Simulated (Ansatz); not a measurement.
Input:

```yaml
crystal:
  lattice:
    - [4.21499, 0.00000, 0.00000]
    - [-2.10750, 3.65029, 0.00000]
    - [0.00000, 0.00000, 6.64911]
  atoms:
    - { symbol: Cd, position: [0.00000, 0.00000, 0.00000] }
    - { symbol: I, position: [0.66667, 0.33333, 0.25499] }
    - { symbol: I, position: [0.33333, 0.66667, 0.74501] }
```

No spin polarisation.

All numbers come from PBEsol-D3(BJ), PAW, 420 eV (Ansatz, a quantum-chemistry and plane-wave program; no spin-orbit coupling). Γ-centred 9×9×5 mesh, Fermi–Dirac width 0.05 eV.

Task: Predict the band gap.

Result: 2.26 eV.

Task: Estimate the pressure (mean of the normal stresses, compression positive).

Result: -0.98 GPa.

Spin-orbit coupling, missing from the scalar runs, can matter with I. The cells carry an imposed strain or load. Stability against distortions was not tested. The cell was made from CdI₂ in the CdI2 type structure (space group P-3m1, No. 164; layered, stacked along the Cartesian z axis) by this change: isotropic strain +1.50 %.
